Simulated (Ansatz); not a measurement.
Take PbTe in the zinc blende structure (space group F-43m, No. 216; a = 7.206 Å; a hypothetical phase, not in the database extracts checked) as the base.

Computed with Kohn–Sham DFT with the PBEsol functional, run in Ansatz (a program for electronic structure) with PAW and 420 eV plane waves, no spin-orbit coupling.

For the base:

| Quantity | Value |
|---|---|
| Valley order | X along ⟨100⟩ 0.45 eV; a point along ⟨110⟩, about 0.2 Å⁻¹ from Γ 1.42 eV |

The change: hole doping at 7.0×10^20 cm⁻³ (0.0655 per cell), with a uniform compensating background at fixed cell and a 300 K Fermi–Dirac width.

**Question.** How does this affect the Fermi level from band edge and valley order?

**Answer.** The Fermi level relative to the doped band's edge (positive inside the band; to 0.05 eV) is +0.15 eV; the valley order (the lowest conduction-band minima on the path, energy above the VBM, named in the base's zone) becomes X along ⟨100⟩ 0.49 eV; a point along ⟨110⟩, about 0.2 Å⁻¹ from Γ 1.45 eV (base: X along ⟨100⟩ 0.45 eV; a point along ⟨110⟩, about 0.2 Å⁻¹ from Γ 1.42 eV).

Carriers are added with a uniform compensating background; total energy and stress of such cells depend on the potential's zero and are not compared; many-body gap narrowing is missing at this level. With Pb and Te present, leaving out spin-orbit coupling can change the band edges. The levels and masses belong to the bands next to the band gap. Whether these cells are dynamically stable was not tested.
